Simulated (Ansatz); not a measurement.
What each level gives and costs: Rb2AlInF6 (Fm-3m, 10 atoms in the cell)

Cell: a = 6.4464 Å, b = 6.4464 Å, c = 6.4464 Å, α = 60.00°, β = 60.00°, γ = 60.00°.

Program: Ansatz (a program for electronic structure), default PAW files made with PBE; each row names its functional.

Base settings: basis.ecutwfc = 420 eV; kpoints.mp_grid.grid = 3 3 3; hamiltonian.xc = hse06; hamiltonian.pseudopotentials = {kind: paw} (the program's default PAW files); scf.occupations.method = gaussian; scf.occupations.width = 0.05 eV.

Differences are taken from HSE06, a reference of convenience: it is no measurement, and no ranking of the functionals follows.

Core times come from one kind of shared machine and are given to one figure; runs under 30 s give none.

The starting cell comes from a database of computed structures (which also holds hypothetical and non-ambient phases and stackings), without a prior relaxation at this level. Its lattice was rescaled by a random factor within 2.5 % of one. In the base run, with a pressure of about -3 GPa the cell is away from its equilibrium volume at this level. Ansatz's pressure includes its estimate of the finite-basis (Pulay) stress. Another mesh or the band path of this cell gives a smaller gap, so this value is not converged in the mesh.

```
level   gap on the mesh less reference (eV)  pressure less reference (GPa)  largest difference in the force on any atom (eV/Å)  core time / reference (rough)
------  -----------------------------------  -----------------------------  --------------------------------------------------  -----------------------------
PBEsol                               -1.052                          -0.59                                               0.248                              –
PBE0                                  0.741                          -0.05                                               0.002                            0.9
HSE06                                 0.000                           0.00                                               0.000                              1
```

Keys are those of Ansatz 0.2.
